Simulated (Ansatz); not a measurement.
The reference is TiO2 in the anatase structure (space group I4_1/amd, No. 141; a = 3.770 Å, c = 9.552 Å). Axes: x, y, z lie along a, b, c of the conventional cell.

The values are results of plane-wave PAW DFT at the PBEsol level (Ansatz, a quantum-chemistry and plane-wave program, 420 eV), no spin-orbit coupling, not measurements.

Strains are applied to the cell and any free atomic positions relax; under biaxial strain the out-of-plane vector relaxes too.

One change was made to it. Results:

The width of the top valence band grows by 0.02 eV to 0.86 eV; the smallest direct gap shrinks by 0.07 eV to 2.37 eV.

Problem. Which of these changes matches the shifts?
(A) biaxial strain +3.00 %, plane normal [001], relaxed out of plane
(B) biaxial strain +1.20 %, plane normal [001], relaxed out of plane
(C) biaxial strain +2.40 %, plane normal [001], relaxed out of plane

Solution. B, biaxial strain +1.20 %, plane normal [001], relaxed out of plane. For comparison, the smallest direct gap in the other runs: biaxial strain +3.00 %, plane normal [001], relaxed out of plane gives 2.30 eV; biaxial strain +2.40 %, plane normal [001], relaxed out of plane gives 2.32 eV.

Whether these cells are dynamically stable was not tested. The final runs are not spin-polarised.
